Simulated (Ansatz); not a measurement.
Consider CdTe in the zinc blende structure (space group F-43m, No. 216; a = 6.409 Å). Axes: x, y, z lie along the cube axes.

The values are results of LDA in Ansatz (plane waves to 420 eV, PAW, spin-orbit coupling left out), not measurements.

Base values:

```
Property                            Result
---------------------  -------------------
Valence-band top at Γ  0.00, 0.00, 0.00 eV
Pressure                          0.00 GPa
Band gap                           0.61 eV
```

The change: the cell is stretched by 1.50 % along z with no lateral relaxation; the atoms relax in the strained cell.

**Question.** How does this affect the valence-band top at Γ, energy relative to the base, pressure and band gap?

**Answer.** The valence-band top at Γ (three highest levels, from the VBM) becomes 0.00, 0.00, -0.05 eV (base: 0.00, 0.00, 0.00 eV); the energy increases by 1.3 meV/atom; the pressure (mean of the normal stresses, compression positive) goes from zero to -0.67 GPa; the band gap falls by 0.06 eV to 0.55 eV.

Spin-orbit coupling, missing from the scalar runs, can matter with Te. Stability against distortions was not tested.

Ansatz is a program for electronic structure.
